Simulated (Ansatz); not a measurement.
Amorphous Si10Al16O44, 70 atoms at 2.42 g/cm³, one PBE-relaxed geometry, zone centre. Methods: PBE, scalar-relativistic without spin-orbit coupling (Ansatz, a program for electronic structure); r2SCAN, scalar-relativistic without spin-orbit coupling (Ansatz); HSE06, scalar-relativistic without spin-orbit coupling (Ansatz). Plane waves to 420 eV (r2SCAN 500 eV); exact exchange is cut at the cell's faces. At PBE the levels at the filled edge of the gap are localised (band-tail or defect states), and the nearest spread-out levels lie 4.3 eV apart at the zone centre. All rungs ran without spin polarisation.

Preparation: random packing, a CHGNet melt and quench, and a DFT relaxation. O atoms were pushed apart under 1.9 Å during the dynamics, to hinder bonds among them. It is a model cell: composition and starting density were chosen by hand, and all elements were melted together. No dispersion term was used. Its density started from a set value of 2.42 and ended at 2.42 g/cm³. The simulated quench (nominally 1100 K/ps over its main leg) is rapid and tends to freeze in more defects than a deposited or slowly cooled glass has. Values belong to this one cell and scatter from quench to quench. Volume and shape were free in the relaxation.

The relaxation ran on the zone centre alone. At PBE the level gap is 3.92 eV on a 2×2×2 Γ-centred mesh, and the spacing at the zone centre alone 3.94 eV.

Task: What zone-centre spacing does r2SCAN give, roughly?

Result: 4.59 eV (+0.66 eV against PBE).

Task: What zone-centre spacing does HSE06 give, roughly?

Result: 5.66 eV (+1.72 eV against PBE).

The highest filled and the lowest empty state spread over these numbers of atoms (participation numbers): PBE: 5.5 and 47.3; r2SCAN: 4.7 and 46.4; HSE06: 4.5 and 45.2.
